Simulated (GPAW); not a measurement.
Band structure of Hf₂Ga₃Ni (Cm, 6 atoms in the cell).

```yaml
crystal:
  lattice:
    - [4.87170, -2.07742, 0.00000]
    - [4.87170, 2.07742, 0.00000]
    - [-4.20740, 0.00000, 4.87947]
  atoms:
    - { symbol: Hf, position: [0.53830, 0.53830, 0.28162] }
    - { symbol: Hf, position: [0.45630, 0.45630, 0.70249] }
    - { symbol: Ga, position: [0.85410, 0.85410, 0.32768] }
    - { symbol: Ga, position: [0.82262, 0.82262, 0.86291] }
    - { symbol: Ga, position: [0.16072, 0.16072, 0.10465] }
    - { symbol: Ni, position: [0.16797, 0.16797, 0.72065] }
```

Computed with LDA (Perdew-Wang 92), GPAW PAW datasets LDA (gpaw-data 1.0.1) (plane waves; GPAW).

Settings: mode = pw; ecut = 800 eV; xc = LDA; kpts = 4 4 3; mesh shift (steps) = 0 0 0; occupations.name = methfessel-paxton; occupations.width = 0.1 eV; occupations.order = 0; nbands = -14; convergence.forces = 0.001 eV/Å; symmetry.symmorphic = false; symmetry.tolerance = 0.0005; maxiter = 150; bandpath_npoints = 40.

The starting cell comes from a database of computed structures (which also holds hypothetical and non-ambient phases and stackings), without a prior relaxation at this level. Spin-orbit coupling is off. Spin polarisation is off.

Levels in eV from the Fermi level, bands 22 to 28:
```tsv
point	22	23	24	25	26	27	28
X	-1.27	-0.55	-0.37	-0.17	0.98	1.31	2.27
Γ	-1.26	-1.14	-0.98	-0.57	0.75	1.88	2.19
```

Bands cross the Fermi level along this path, so the cell is metallic at this level.
